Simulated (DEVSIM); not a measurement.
**Schottky contact on n-type Si**

System: Schottky contact on n-type Si, at 300 K.

```tsv
layer (left to right)	material	thickness (μm)	Nd (cm⁻³)	τn (s)	τp (s)
1	Si	1.20	7.7e15	1.6e-5	1.6e-5
2	Si	17.0	7.5e17	1.6e-5	1.6e-5
```

Left contact: Schottky, work function 4.91 eV, emission velocity 6.8e6 cm/s. Right contact: ohmic. Voltage is applied to the left contact. Recombination: SRH at mid-gap, radiative, Auger. Mobility is constant in doping.

This is a model device: material constants are rounded textbook-type values typed into the input, and sizes, dopings and lifetimes were drawn at random. Values at 300 K.

```csv
parameter,Si
gap (eV),1.124
affinity (eV),4.05
permittivity,11.7
Nc (cm⁻³),2.86e19
Nv (cm⁻³),3.1e19
μn (cm²/Vs),1417
μp (cm²/Vs),470
B (cm³/s),4.7e-15
Cn (cm⁶/s),2.8e-31
Cp (cm⁶/s),9.9e-32
```

Model (solved in DEVSIM): 1D drift-diffusion, Boltzmann statistics, complete ionisation; no tunnelling, impact ionisation, image-force lowering or self-heating. Metal contacts follow the ideal Schottky-Mott rule: no Fermi-level pinning, no interface dipoles.

The potential step across the device at zero bias comes out as 0.766 V and the dark forward voltage at 1 A/cm² comes out as 0.420 V. The dark forward voltage at 100 A/cm² is 0.549 V.

Dark forward current:

(V (V), J (A/cm²)): (0.05, 5.8e-7); (0.10, 4.6e-6); (0.15, 3.2e-5); (0.20, 0.00022); (0.25, 0.0015); (0.30, 0.010); (0.35, 0.070); (0.45, 3.2); (0.50, 20); (0.55, 100); (0.60, 340); (0.65, 750); (0.70, 1400); (0.75, 2300)

Dark reverse current:

```json
[
 {"V (V)": "-0.40", "J (A/cm²)": "-1.0e-7"},
 {"V (V)": "-1.00", "J (A/cm²)": "-1.0e-7"},
 {"V (V)": "-2.00", "J (A/cm²)": "-1.1e-7"},
 {"V (V)": "-3.00", "J (A/cm²)": "-1.1e-7"},
 {"V (V)": "-4.00", "J (A/cm²)": "-1.1e-7"},
 {"V (V)": "-6.00", "J (A/cm²)": "-1.1e-7"},
 {"V (V)": "-8.00", "J (A/cm²)": "-1.1e-7"},
 {"V (V)": "-10.00", "J (A/cm²)": "-1.1e-7"},
 {"V (V)": "-13.00", "J (A/cm²)": "-1.1e-7"},
 {"V (V)": "-16.00", "J (A/cm²)": "-1.1e-7"},
 {"V (V)": "-20.00", "J (A/cm²)": "-1.2e-7"}
]
```
